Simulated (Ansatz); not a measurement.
Input:

```
BeS
1.0
    0.00000     2.43431     2.36128
    2.43431     0.00000     2.36128
    2.43431     2.43431     0.00000
Be S
1 1
Direct
  0.00000   0.00000   0.00000
  0.25000   0.25000   0.25000
```

No spin polarisation.

The values are results of Kohn–Sham DFT with the r2SCAN functional, run in Ansatz (a program for electronic structure) with PAW and 500 eV plane waves, no spin-orbit coupling, not measurements. k-mesh 12×12×12 (Γ-centred); smearing 0.05 eV (Fermi–Dirac).

Question: Predict the band gap, gap character and pressure.

Answer: The band gap is 3.25 eV, the gap character comes out as indirect, Γ → M and the pressure (mean of the normal stresses, compression positive) comes out as 3.13 GPa.

The cells carry an imposed strain or load. Whether these cells are dynamically stable was not tested. The cell was made from BeS in the zinc blende structure (space group F-43m, No. 216) by this change: uniaxial strain ε_zz = −3.00 %.
